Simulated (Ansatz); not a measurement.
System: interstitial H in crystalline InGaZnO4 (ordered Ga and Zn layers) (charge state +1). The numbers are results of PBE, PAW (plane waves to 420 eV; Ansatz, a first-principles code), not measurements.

Settings: 189 host sites, the relaxed PBE lattice, one k-point at (0.167, 0.250, 0.250), smearing 0.01 eV, spin-restricted, no image-charge correction. Energies are static. The charge state is imposed; whether it is stable for some Fermi level was not computed. Sites that were not tried may lie lower.

Barriers: single points on a 2×2×2 k-point mesh shifted by half a step along c at the bands' geometries.

Relaxed starting cell (atoms counted from 1):

```
CELL_PARAMETERS angstrom
     10.06801     0.00000     0.00000
     -5.03400     8.71915     0.00000
      0.00000     0.00000    26.11123
ATOMIC_POSITIONS crystal
  In 0.99975 0.99974 0.00379
  In 0.99991 0.33318 0.00347
  In 0.99991 0.66644 0.00347
  In 0.33327 0.99977 0.00391
  In 0.33327 0.33322 0.00392
  In 0.33321 0.66646 0.00358
  In 0.66658 0.99978 0.00348
  In 0.66683 0.33328 0.00361
  In 0.66657 0.66653 0.00348
  Ga 0.22220 0.11119 0.12067
  Ga 0.22215 0.44458 0.12058
  Ga 0.22215 0.77776 0.12058
  Ga 0.55565 0.11121 0.12057
  Ga 0.55566 0.44462 0.12058
  Ga 0.55553 0.77785 0.12053
  Ga 0.88885 0.11123 0.12055
  Ga 0.88895 0.44457 0.12057
  Ga 0.88885 0.77779 0.12055
  Zn 0.99991 0.99955 0.21851
  Zn 0.00018 0.33301 0.21865
  Zn 0.00018 0.66638 0.21867
  Zn 0.33355 0.99951 0.21852
  Zn 0.33355 0.33325 0.21851
  Zn 0.33349 0.66636 0.21865
  Zn 0.66681 0.99961 0.21854
  Zn 0.66689 0.33304 0.21858
  Zn 0.66683 0.66643 0.21855
  O  0.22236 0.11088 0.19701
  O  0.22232 0.44430 0.19692
  O  0.22231 0.77743 0.19693
  O  0.55572 0.11089 0.19693
  O  0.55573 0.44425 0.19693
  O  0.55558 0.77749 0.19693
  O  0.88902 0.11095 0.19693
  O  0.88912 0.44428 0.19698
  O  0.88902 0.77747 0.19693
  O  0.99990 0.00011 0.12103
  O  0.99992 0.33349 0.12101
  O  0.99993 0.66676 0.12099
  O  0.33334 0.00010 0.12100
  O  0.33334 0.33356 0.12101
  O  0.33337 0.66685 0.12094
  O  0.66664 0.00007 0.12103
  O  0.66677 0.33355 0.12101
  O  0.66665 0.66690 0.12103
  O  0.22206 0.11101 0.04483
  O  0.22196 0.44440 0.04468
  O  0.22197 0.77753 0.04467
  O  0.55573 0.11110 0.04469
  O  0.55573 0.44461 0.04470
  O  0.55554 0.77776 0.04456
  O  0.88873 0.11110 0.04464
  O  0.88896 0.44446 0.04458
  O  0.88871 0.77759 0.04464
  O  0.00000 0.99965 0.29512
  O  0.00061 0.33303 0.29525
  O  0.00059 0.66691 0.29526
  O  0.33371 0.99951 0.29512
  O  0.33372 0.33354 0.29511
  O  0.33366 0.66649 0.29522
  O  0.66705 0.99971 0.29513
  O  0.66695 0.33312 0.29514
  O  0.66708 0.66669 0.29514
  In 0.22258 0.11112 0.33520
  In 0.22272 0.44477 0.33609
  In 0.22272 0.77763 0.33609
  In 0.55616 0.11093 0.33582
  In 0.55613 0.44488 0.33579
  In 0.55581 0.77774 0.33599
  In 0.88894 0.11096 0.33594
  In 0.88934 0.44450 0.33586
  In 0.88896 0.77766 0.33597
  Ga 0.11053 0.22359 0.45248
  Ga 0.11177 0.55597 0.45342
  Ga 0.11055 0.88710 0.45250
  Ga 0.44786 0.22401 0.45205
  Ga 0.44468 0.55580 0.45338
  Ga 0.44473 0.88907 0.45337
  Ga 0.77807 0.22250 0.45317
  Ga 0.77803 0.55570 0.45317
  Ga 0.77780 0.88899 0.45325
  Zn 0.22870 0.11400 0.54232
  Zn 0.22200 0.44357 0.55206
  Zn 0.22210 0.77773 0.55205
  Zn 0.55658 0.11072 0.55193
  Zn 0.55652 0.44506 0.55190
  Zn 0.55575 0.77749 0.55135
  Zn 0.88841 0.11155 0.55118
  Zn 0.88972 0.44446 0.55113
  Zn 0.88835 0.77606 0.55113
  O  0.11047 0.22281 0.52931
  O  0.11240 0.55593 0.53046
  O  0.11046 0.88700 0.52925
  O  0.44962 0.22449 0.52966
  O  0.44424 0.55444 0.53053
  O  0.44433 0.88933 0.53055
  O  0.77767 0.22186 0.53037
  O  0.77760 0.55519 0.53037
  O  0.77870 0.88910 0.53035
  O  0.22390 0.11214 0.45555
  O  0.22285 0.44540 0.45434
  O  0.22293 0.77777 0.45433
  O  0.55629 0.11126 0.45437
  O  0.55626 0.44532 0.45441
  O  0.55561 0.77795 0.45523
  O  0.88844 0.11120 0.45447
  O  0.88929 0.44481 0.45515
  O  0.88843 0.77752 0.45448
  O  0.11173 0.22172 0.37769
  O  0.11096 0.55546 0.37786
  O  0.11174 0.88994 0.37771
  O  0.44448 0.22222 0.37738
  O  0.44504 0.55586 0.37785
  O  0.44505 0.88911 0.37784
  O  0.77833 0.22279 0.37775
  O  0.77826 0.55542 0.37775
  O  0.77788 0.88892 0.37785
  O  0.17721 0.08784 0.62170
  O  0.22053 0.44142 0.62917
  O  0.22061 0.77853 0.62917
  O  0.55257 0.11320 0.62915
  O  0.55252 0.43894 0.62911
  O  0.55474 0.77711 0.62836
  O  0.89028 0.11019 0.62876
  O  0.88866 0.44410 0.62803
  O  0.89033 0.77994 0.62868
  In 0.10683 0.22620 0.67423
  In 0.11076 0.55525 0.66900
  In 0.10695 0.88029 0.67432
  In 0.45774 0.22878 0.67518
  In 0.44360 0.55508 0.66918
  In 0.44361 0.88835 0.66922
  In 0.77855 0.22222 0.66881
  In 0.77857 0.55633 0.66873
  In 0.77524 0.88758 0.67027
  Ga 0.99867 0.99941 0.78763
  Ga 0.99935 0.33385 0.78833
  Ga 0.99931 0.66566 0.78835
  Ga 0.33295 0.00078 0.78789
  Ga 0.33293 0.33237 0.78785
  Ga 0.33265 0.66643 0.78695
  Ga 0.66531 0.99975 0.78716
  Ga 0.66914 0.33475 0.78865
  Ga 0.66531 0.66585 0.78716
  Zn 0.11107 0.22122 0.88668
  Zn 0.11213 0.55562 0.88609
  Zn 0.11105 0.88899 0.88667
  Zn 0.44450 0.22188 0.88700
  Zn 0.44377 0.55481 0.88630
  Zn 0.44379 0.88817 0.88630
  Zn 0.77725 0.22041 0.88615
  Zn 0.77723 0.55606 0.88616
  Zn 0.77638 0.88780 0.88604
  O  0.99973 0.99957 0.86304
  O  0.00063 0.33238 0.86397
  O  0.00059 0.66757 0.86400
  O  0.33303 0.00073 0.86337
  O  0.33299 0.33176 0.86334
  O  0.33459 0.66701 0.86297
  O  0.66486 0.99820 0.86324
  O  0.66575 0.33263 0.86408
  O  0.66484 0.66613 0.86326
  O  0.11127 0.22302 0.78577
  O  0.11087 0.55561 0.78832
  O  0.11127 0.88852 0.78582
  O  0.44598 0.22318 0.78539
  O  0.44251 0.55315 0.78598
  O  0.44248 0.88968 0.78601
  O  0.77760 0.22161 0.78862
  O  0.77760 0.55649 0.78864
  O  0.77605 0.88824 0.78670
  O  0.99926 0.99954 0.71159
  O  0.99693 0.33584 0.71207
  O  0.99674 0.66092 0.71208
  O  0.33157 0.00432 0.70973
  O  0.33146 0.32715 0.70967
  O  0.33224 0.66614 0.71087
  O  0.66561 0.00127 0.71078
  O  0.67573 0.33805 0.71245
  O  0.66566 0.66445 0.71076
  O  0.11127 0.22161 0.96230
  O  0.11135 0.55535 0.96201
  O  0.11127 0.88903 0.96230
  O  0.44421 0.22180 0.96252
  O  0.44400 0.55477 0.96212
  O  0.44402 0.88859 0.96212
  O  0.77764 0.22167 0.96205
  O  0.77763 0.55535 0.96206
  O  0.77792 0.88865 0.96196
  H  0.07056 0.03445 0.60943
```
Cell charge +1.

End state 1 differs by these moves (Å; atoms that move under 0.08 Å are left out):

```csv
atom,element,Δx,Δy,Δz
82,Zn,-0.04,-0.02,0.23
88,Zn,-0.04,0.03,-0.23
118,O,0.32,0.19,0.18
121,O,0.09,0.00,0.00
124,O,0.32,-0.19,-0.18
127,In,0.13,0.00,0.00
129,In,0.02,0.06,-0.11
130,In,-0.11,-0.06,-0.17
133,In,-0.11,0.05,0.16
135,In,0.02,-0.06,0.11
166,O,-0.02,-0.02,0.08
169,O,-0.01,0.01,-0.08
173,O,0.03,-0.08,-0.06
176,O,0.03,0.07,0.06
179,O,-0.13,-0.01,0.00
190,H,-1.08,0.00,0.00
```

### Question
Predict the forward and backward barriers to end state 1 from PBE, PAW.

### Answer
forward 0.59 eV, backward 0.59 eV; at the saddle point atom 190 has neighbours In at 2.13; 2 O at 1.27 Å. The saddle point's order was not checked.
